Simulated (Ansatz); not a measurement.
The parent structure is GaAs in the zinc blende structure (space group F-43m, No. 216).

```xyz
2
Lattice="0.0000 2.8334 2.8334 2.8334 0.0000 2.8334 2.8334 2.8334 0.0000" Properties=species:S:1:pos:R:3 pbc="T T T"
As     4.2500     4.2500     4.2500
Ga     0.0000     0.0000     0.0000
```

Cartesian axes are those of the cell as printed.

The values are results of r2SCAN, PAW, 500 eV (Ansatz, a first-principles code; no spin-orbit coupling), not measurements.

For the base:

Band gap: 0.96 eV
Valence-band top at Γ: 0.00, 0.00, 0.00 eV
Electron mass: 0.051 mₑ (at Γ)
Volume per atom: 22.75 Å³

The change: biaxial strain +0.44 %, plane normal [001], relaxed out of plane (Cartesian); in-plane vectors clamped, the third vector and the atoms free.

**Question.** Predict the new band gap.

**Answer.** The band gap falls by 0.07 eV, from 0.96 eV to 0.89 eV.

**Question.** What does the calculation give for the valence-band top at Γ after the change?

**Answer.** The valence-band top at Γ (three highest levels, from the VBM) goes from 0.00, 0.00, 0.00 eV to 0.00, -0.05, -0.05 eV.

**Question.** Estimate the effect on the electron mass.

**Answer.** The electron mass becomes 0.049 mₑ (at Γ) (base: 0.051 mₑ (at Γ)).

**Question.** How does this affect the volume per atom?

**Answer.** The volume per atom increases by 0.11 Å³ to 22.86 Å³.

Effective masses come from finite differences of ±0.01 Å⁻¹. Gaps are read on the SCF mesh and a high-symmetry path. Whether these cells are dynamically stable was not tested.
